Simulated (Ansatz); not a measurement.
Consider TlBr in the CsCl type structure (space group Pm-3m, No. 221).

```
CELL_PARAMETERS angstrom
      3.83953     0.00000     0.00000
      0.00000     3.83953     0.00000
      0.00000     0.00000     3.83953
ATOMIC_POSITIONS crystal
  Tl 0.00000 0.00000 0.00000
  Br 0.50000 0.50000 0.50000
```

Cartesian axes are those of the cell as printed.

Calculations: LDA (Ansatz, a first-principles code), spin-orbit coupling left out.

Base values:

```
Item          Value
--------  ---------
Band gap    1.37 eV
Pressure  -0.01 GPa
```

Modification: uniaxial strain ε_zz = +3.00 %, all other strain components held at zero, atoms relaxed at fixed cell.

Question: How does this affect the band gap?

Answer: The band gap falls by 0.04 eV (1.37 eV → 1.33 eV).

Question: What happens to the pressure?

Answer: The pressure (mean of the normal stresses, compression positive) falls by 0.92 GPa, from -0.01 GPa to -0.93 GPa.

With Tl present, leaving out spin-orbit coupling can change the band edges. Whether these cells are dynamically stable was not tested.
